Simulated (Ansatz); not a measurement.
A zone-centre phonon calculation of VW (Cmmm, 2 atoms in the cell) with Ansatz (an electronic-structure program).

Method of the run: LDA (PW92), default PAW files made with PBE (plane waves; Ansatz).

```
CELL_PARAMETERS angstrom
      1.55277    -2.23052     0.00000
      1.55277     2.23052     0.00000
      0.00000     0.00000     4.29276
ATOMIC_POSITIONS crystal
  V  0.00000 0.00000 0.00000
  W  0.50000 0.50000 0.50000
```

Reference input (self-consistent single point, DFT, LDA (PW92), plane waves, default PAW files made with PBE): basis.ecutwfc = 420 eV; kpoints.mp_grid.grid = 13 13 8; hamiltonian.xc = lda; hamiltonian.pseudopotentials = {kind: paw} (the program's default PAW files); scf.occupations.method = gaussian; scf.occupations.width = 0.1 eV. This run's input differs from it in these lines:

```diff
@@ -22,6 +22,6 @@
     width: 0.1 eV
-output:
-  forces: true
-  eigenvalues: true
-  stress: true
+  convergence:
+    dr2_threshold: 1.0e-07 eV
+phonons:
+  method: dfpt
```

Output, abridged:

```
SCF iter   1: F=—  HF=-12990.374289 eV  |F-HF|=—  |Δ(HF+E_count)|=         —  Δρ=9.96e-3  dr2=4.26e-2  ethr=1.77e-3  ⟨swp⟩=4.9  Hψ=18050  notcnv=0
all-band conjugate gradients solve this SCF's bands
preconditioner: auto → none
SCF iter   2: F=—  HF=-12990.373144 eV  |F-HF|=—  |Δ(HF+E_count)|=   1.14e-3  Δρ=7.83e-3  dr2=3.09e-2  ethr=1.58e-4  ⟨swp⟩=1.0  Hψ=6370  notcnv=0
SCF iter   3: F=—  HF=-12990.370221 eV  |F-HF|=—  |Δ(HF+E_count)|=   2.92e-3  Δρ=8.98e-4  dr2=2.01e-4  ethr=1.15e-4  ⟨swp⟩=1.5  Hψ=4485  notcnv=0
SCF iter   4: F=—  HF=-12990.370195 eV  |F-HF|=—  |Δ(HF+E_count)|=   2.58e-5  Δρ=2.16e-4  dr2=1.51e-5  ethr=7.45e-7  ⟨swp⟩=2.1  Hψ=5205  notcnv=0
SCF iter   5: F=—  HF=-12990.370194 eV  |F-HF|=—  |Δ(HF+E_count)|=   1.63e-6  Δρ=3.48e-5  dr2=2.51e-7  ethr=5.58e-8  ⟨swp⟩=2.1  Hψ=6007  notcnv=0
SCF iter   6: F=-12990.370193 eV  HF=-12990.370193 eV  |F-HF|=1.37e-8  |Δ(HF+E_count)|=   6.60e-8  Δρ=7.13e-6  dr2=1.71e-8  ethr=3.70e-10  ⟨swp⟩=9.5  Hψ=27962  notcnv=0
SCF 1 converged in 6 iterations: F = -12990.370193 eV  dr2 = 1.71e-8
DFPT response loops at Γ: preconditioner auto → Kerker (q_TF=auto, 2.685 Å⁻¹) (partly filled bands, converged f_vac=0.000) …
Free energy (F): -12990.370193 eV
Internal energy: -12990.361433 eV  (E = F + TS)
E sigma→0 (E₀):  -12990.365813 eV
Entropy (-TS):   -0.008760 eV (-4.380 meV/atom)
Fermi energy:    18.862459 eV
--- Phonons (Γ-DFPT): 6 representative perturbations + reference, on 245 of 1352 k-points (Σ response iterations 24) ---
  k mesh reduced under 8 symmetry operations, with k and −k counted as one. Each operation leaves every solved displacement unchanged or reverses it
  ASR residual: 2.888e-3 → 0.000e0 eV/Å²; symmetrization residual: 2.543e-6 eV/Å²
  ASR residual per site (eV/Å²): 1.92e-3 2.89e-3
  Γ frequencies (cm⁻¹): 0.00 0.00 0.00 210.48 218.93 251.81
  non-analytic LO–TO correction: not included (Born effective charges unavailable; polar crystals: no LO–TO splitting at Γ)
```

The run converged in 6 iterations. 

Summary of the result:
| Item | Result |
|---|---|
| Free energy E − TS (on the zero of these files) | -12990.3702 eV |
| Fermi level (on the code's own zero) | 18.86 eV |
| Zone-centre frequencies (cm⁻¹; negative means imaginary) | 0, 0, 0, 210, 219, 252 |

The starting cell comes from a database of computed structures (which also holds hypothetical and non-ambient phases and stackings), without a prior relaxation at this level. Its lattice was rescaled by up to half a per cent. Spin polarisation is off.

Cost on one core of a shared machine: roughly 2 min.

Keys are those of Ansatz 0.2.
